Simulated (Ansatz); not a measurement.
**Short convergence ladders for a (111) slab of K2Pt (cut from a parent of space group no. 225; 6 atoms in the cell)**

```yaml
crystal:
  lattice:
    - [5.33176, 0.00000, 0.00000]
    - [2.66588, 4.61744, 0.00000]
    - [0.00000, 0.00000, 20.53001]
  atoms:
    - { symbol: K, position: [0.66667, 0.66667, 0.44699] }
    - { symbol: K, position: [0.00000, 0.00000, 0.34096] }
    - { symbol: K, position: [0.00000, 0.00000, 0.65904] }
    - { symbol: K, position: [0.33333, 0.33333, 0.55301] }
    - { symbol: Pt, position: [0.33333, 0.33333, 0.39398] }
    - { symbol: Pt, position: [0.66667, 0.66667, 0.60603] }
```

Base method: LDA (PW92), default PAW files made with PBE (plane waves; Ansatz, a quantum-chemistry and plane-wave program).

Base settings: basis.ecutwfc = 30.9 Ry; kpoints.mp_grid.grid = 5 5 1; hamiltonian.xc = lda; hamiltonian.pseudopotentials = {kind: paw} (the program's default PAW files); scf.occupations.method = fermi_dirac; scf.occupations.width = 0.0037 Ry.

The count of work is k-points × plane waves × bands × iterations; it is no time. 

**The k-point mesh**

Only quantities that move along the ladder and can be compared are tabulated.

```csv
kpoints.mp_grid.grid,free energy less the last step's (meV/atom),largest difference of a force vector from the last step's (eV/Å),count of work / last
2 2 1,40.57,0.032,0.11
3 3 1,-2.21,0.005,0.14
4 4 1,0.41,0.001,0.19
5 5 1,-0.04,0.000,0.24
6 6 1,0.01,0.000,0.33
7 7 1,0.00,0.000,0.38
8 8 1,0.00,0.000,0.48
10 10 1,0.00,0.000,0.67
12 12 1,0.00,0.000,0.90
13 13 1,0.00,0.000,1.0
```

Coarsest kpoints.mp_grid.grid that holds the forces within 0.01 eV/Å of the last step, with all finer ones: 3 3 1, at 0.14 of the last step's count of work; the step before is off by 0.032 eV/Å.

Coarsest kpoints.mp_grid.grid that holds the free energy within 2 meV/atom of the last step, with all finer ones: 4 4 1, at 0.19 of the last step's count of work; the step before is off by 2.2 meV/atom.

**The depth of the slab**

On a (111) slab of K2Pt (cut from a parent of space group no. 225; 3 atoms in the cell), and deeper slabs.

The mesh stays at the base's, so the ladder's end is converged at best in this setting alone.

Only quantities that move along the ladder and can be compared are tabulated.

| atoms | gap on the mesh (eV) | count of work / last |
|---|---|---|
| 3 | 1.270 | 0.039 |
| 6 | 1.308 | 0.11 |
| 9 | 1.319 | 0.23 |
| 12 | 1.320 | 0.36 |
| 15 | 1.325 | 0.56 |
| 18 | 1.325 | 0.77 |
| 21 | 1.328 | 1.0 |

Smallest size that holds the gap on the mesh within 0.05 eV of the last step, with all finer ones: 6, at 0.11 of the last step's count of work; the step before is off by 0.058 eV.

On the base run: the starting cell comes from a database of computed structures (which also holds hypothetical and non-ambient phases and stackings), without a prior relaxation at this level. The slab is cut from that crystal, and its faces are unrelaxed. Its lattice was rescaled by up to half a per cent. Spin-orbit coupling is off.

Keys are those of Ansatz 0.2.
